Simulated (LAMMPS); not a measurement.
Molecular dynamics of a melt made from Cu3Au (L1_2), 4000 atoms, at 1560 K and 5 GPa, brought to that temperature within a few picoseconds.

All values are model results, not measurements: classical MD, pair style eam, the elements' _u3.eam files (universal-3 set of Foiles, Baskes and Daw) (LAMMPS).

```json
{
 "state_found": "liquid",
 "density": "11.392 ± 0.001 g/cm³",
 "volume_per_atom": "14.124 ± 0.001 Å³/atom",
 "enthalpy_per_atom": "-2.7316 ± 0.0003 eV/atom",
 "first peak of g(r), Au-Cu": "2.59 Å, height 2.8",
 "coordination number of Au by Cu": "11.0 (counted to 3.66 Å)",
 "coordination number of Cu by Au": "3.67 (counted to 3.66 Å)",
 "first peak of g(r), Cu-Cu": "2.46 Å, height 2.7",
 "coordination number of Cu by Cu": "9.2 (counted to 3.50 Å)",
 "first peak of g(r), Au-Au": "2.80 Å, height 2.0",
 "coordination number of Au by Au": "3.45 (counted to 3.82 Å)",
 "most common Au-Cu-Cu angle": "at the 3° bin centred on 55.5°, after smoothing over three bins (mean of all 95°)",
 "most common Cu-Cu-Cu angle": "at the 3° bin centred on 55.5°, after smoothing over three bins (mean of all 96°)",
 "self-diffusion coefficient of Au (not corrected for cell size)": "(3.07 ± 0.10) × 10^-5 cm²/s",
 "self-diffusion coefficient of Cu (not corrected for cell size)": "(3.64 ± 0.01) × 10^-5 cm²/s",
 "mean frequency of the vibrational (phonon) density of states": "3.8 THz",
 "cost": "around 11 core-minutes (rough)"
}
```

Potential: the _u3.eam files of the LAMMPS distribution; the Cu file's header cites Foiles et al, Phys Rev B, 33, 7983 (1986).

Caution: a run this short can hold a crystal over, or a liquid under, the potential's own melting point, which these runs don't give.

States go by the mean squared displacement: a species diffuses where it passes 1.5 Å², still rises and gives D over 1e-6 cm²/s; a crystal has left its structure where atoms lie 0.35 Å off their sites on average or a cubic box changes its shape by 3 %, or the axial ratios of another lie 8 % off the starting cell's, which the potential's own relaxation can also do.

Errors of D are the spread over four groups of atoms in one short run; a floor of about 5 %, a picked value, is safer.

Errors shown are sampling errors alone.

| angle (°) | probability per degree, Au-Cu-Cu | probability per degree, Cu-Cu-Cu | probability per degree, Au-Cu-Au |
|---|---|---|---|
| 34.50 | 0.0000 | 0.0000 | 0.0000 |
| 37.50 | 0.0003 | 0.0005 | 0.0001 |
| 40.50 | 0.0017 | 0.0023 | 0.0003 |
| 43.50 | 0.0047 | 0.0058 | 0.0016 |
| 46.50 | 0.0083 | 0.0089 | 0.0039 |
| 49.50 | 0.0118 | 0.0120 | 0.0069 |
| 52.50 | 0.0141 | 0.0135 | 0.0100 |
| 55.50 | 0.0151 | 0.0144 | 0.0113 |
| 58.50 | 0.0145 | 0.0137 | 0.0119 |
| 61.50 | 0.0137 | 0.0118 | 0.0118 |
| 64.50 | 0.0118 | 0.0103 | 0.0116 |
| 67.50 | 0.0100 | 0.0086 | 0.0108 |
| 70.50 | 0.0087 | 0.0076 | 0.0105 |
| 73.50 | 0.0075 | 0.0069 | 0.0090 |
| 76.50 | 0.0067 | 0.0063 | 0.0077 |
| 79.50 | 0.0066 | 0.0061 | 0.0077 |
| 82.50 | 0.0063 | 0.0062 | 0.0075 |
| 85.50 | 0.0065 | 0.0068 | 0.0077 |
| 88.50 | 0.0072 | 0.0073 | 0.0076 |
| 91.50 | 0.0075 | 0.0080 | 0.0084 |
| 94.50 | 0.0083 | 0.0088 | 0.0090 |
| 97.50 | 0.0088 | 0.0094 | 0.0091 |
| 100.5 | 0.0093 | 0.0100 | 0.0099 |
| 103.5 | 0.0098 | 0.0104 | 0.0112 |
| 106.5 | 0.0101 | 0.0104 | 0.0109 |
| 109.5 | 0.0100 | 0.0105 | 0.0111 |
| 112.5 | 0.0097 | 0.0101 | 0.0106 |
| 115.5 | 0.0093 | 0.0097 | 0.0113 |
| 118.5 | 0.0092 | 0.0091 | 0.0095 |
| 121.5 | 0.0083 | 0.0085 | 0.0086 |
| 124.5 | 0.0077 | 0.0077 | 0.0083 |
| 127.5 | 0.0073 | 0.0073 | 0.0079 |
| 130.5 | 0.0067 | 0.0066 | 0.0074 |
| 133.5 | 0.0062 | 0.0063 | 0.0068 |
| 136.5 | 0.0057 | 0.0059 | 0.0069 |
| 139.5 | 0.0054 | 0.0057 | 0.0058 |
| 142.5 | 0.0053 | 0.0052 | 0.0061 |
| 145.5 | 0.0049 | 0.0051 | 0.0050 |
| 148.5 | 0.0047 | 0.0047 | 0.0050 |
| 151.5 | 0.0041 | 0.0043 | 0.0043 |
| 154.5 | 0.0039 | 0.0040 | 0.0043 |
| 157.5 | 0.0037 | 0.0037 | 0.0041 |
| 160.5 | 0.0032 | 0.0033 | 0.0035 |
| 163.5 | 0.0027 | 0.0027 | 0.0030 |
| 166.5 | 0.0022 | 0.0024 | 0.0026 |
| 169.5 | 0.0018 | 0.0019 | 0.0020 |
| 172.5 | 0.0014 | 0.0014 | 0.0014 |
| 175.5 | 0.0007 | 0.0008 | 0.0009 |
| 178.5 | 0.0003 | 0.0003 | 0.0003 |

```
r (Å)  g(r), Au-Cu  g(r), Cu-Cu  g(r), Au-Au
-----  -----------  -----------  -----------
1.900        0.000        0.000        0.000
1.940        0.002        0.003        0.000
1.980        0.001        0.019        0.000
2.020        0.007        0.046        0.000
2.060        0.017        0.117        0.000
2.100        0.061        0.290        0.000
2.140        0.141        0.488        0.007
2.180        0.262        0.779        0.009
2.220        0.461         1.17        0.021
2.260        0.689         1.56        0.065
2.300         1.03         1.94        0.110
2.340         1.44         2.20        0.178
2.380         1.75         2.45        0.347
2.420         2.12         2.63        0.525
2.460         2.31         2.66        0.614
2.500         2.55         2.61        0.959
2.540         2.69         2.51         1.12
2.580         2.82         2.38         1.46
2.620         2.71         2.19         1.59
2.660         2.61         2.04         1.72
2.700         2.49         1.90         1.88
2.740         2.32         1.69         1.88
2.780         2.16         1.56         1.96
2.820         1.99         1.40         1.90
2.860         1.84         1.27         1.90
2.900         1.68         1.16         1.75
2.940         1.52         1.08         1.74
2.980         1.40        0.994         1.63
3.020         1.26        0.894         1.58
3.060         1.17        0.823         1.47
3.100         1.02        0.774         1.36
3.140        0.963        0.717         1.24
3.180        0.894        0.682         1.18
3.220        0.807        0.642         1.05
3.260        0.770        0.599         1.00
3.300        0.739        0.596        0.952
3.340        0.715        0.572        0.900
3.380        0.656        0.570        0.847
3.420        0.630        0.565        0.779
3.460        0.623        0.564        0.779
3.500        0.608        0.548        0.714
3.540        0.581        0.550        0.657
3.580        0.569        0.568        0.656
3.620        0.546        0.563        0.640
3.660        0.574        0.589        0.670
3.700        0.571        0.606        0.623
3.740        0.599        0.624        0.585
3.780        0.585        0.644        0.629
3.820        0.597        0.667        0.600
3.860        0.621        0.700        0.662
3.900        0.648        0.724        0.611
3.940        0.675        0.785        0.613
3.980        0.700        0.813        0.669
4.020        0.723        0.860        0.662
4.060        0.741        0.874        0.711
4.100        0.807        0.934        0.728
4.140        0.841        0.970        0.763
4.180        0.856        0.994        0.809
4.220        0.927         1.03        0.824
4.260        0.968         1.06        0.844
4.300        0.979         1.10        0.885
4.340         1.03         1.14        0.908
4.380         1.08         1.16        0.967
4.420         1.08         1.19         1.02
4.460         1.11         1.22         1.02
4.500         1.15         1.26         1.07
4.540         1.19         1.26         1.10
4.580         1.19         1.25         1.17
4.620         1.21         1.27         1.17
4.660         1.22         1.26         1.22
4.700         1.21         1.27         1.27
4.740         1.25         1.27         1.25
4.780         1.25         1.24         1.38
4.820         1.25         1.25         1.31
4.860         1.25         1.23         1.27
4.900         1.25         1.24         1.32
4.940         1.24         1.22         1.24
4.980         1.23         1.17         1.31
5.020         1.20         1.17         1.25
5.060         1.20         1.13         1.24
5.100         1.18         1.10         1.22
5.140         1.15         1.08         1.19
5.180         1.11         1.07         1.18
5.220         1.12         1.04         1.14
5.260         1.08         1.01         1.15
5.300         1.04        0.979         1.09
5.340         1.03        0.955         1.12
5.380        0.999        0.930         1.08
5.420        0.971        0.906         1.08
5.460        0.973        0.892         1.02
5.500        0.954        0.888         1.02
5.540        0.912        0.871        0.969
5.580        0.906        0.861        0.904
5.620        0.900        0.859        0.949
5.660        0.870        0.840        0.895
5.700        0.867        0.822        0.917
5.740        0.846        0.826        0.861
5.780        0.844        0.829        0.861
5.820        0.838        0.826        0.861
5.860        0.853        0.840        0.853
5.900        0.842        0.850        0.825
5.940        0.838        0.856        0.844
```
